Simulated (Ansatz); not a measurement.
The cell is made up: elements placed on another compound's structure type, so the phase may be hypothetical.

By PBEsol, the system below comes out a metal.

Consider the following.

```
MoN3
1.0
    3.94201     0.00000     0.00000
    0.00000     5.57484     0.00000
    0.00000     2.78742     2.78742
Mo N
1 3
Direct
  0.00000   0.00000   0.00000
  0.00000   0.00000   0.50000
  0.00000   0.50000   0.50000
  0.50000   0.00000   0.00000
```

Space group of this cell: Pm-3m, ReO3 type. The cell was relaxed by PBE-D3(BJ); by PBEsol its mean pressure is -4.0 GPa.

The current flows along the normal of the first two printed cell vectors. No spin-orbit coupling; the value is a mean over 0.1 eV about the Fermi level.

Task: Predict the ballistic conductance per area from PBEsol (Ansatz, a quantum-chemistry and plane-wave program).

Result: 1.2 × 10¹⁵ S/m² for both spins.
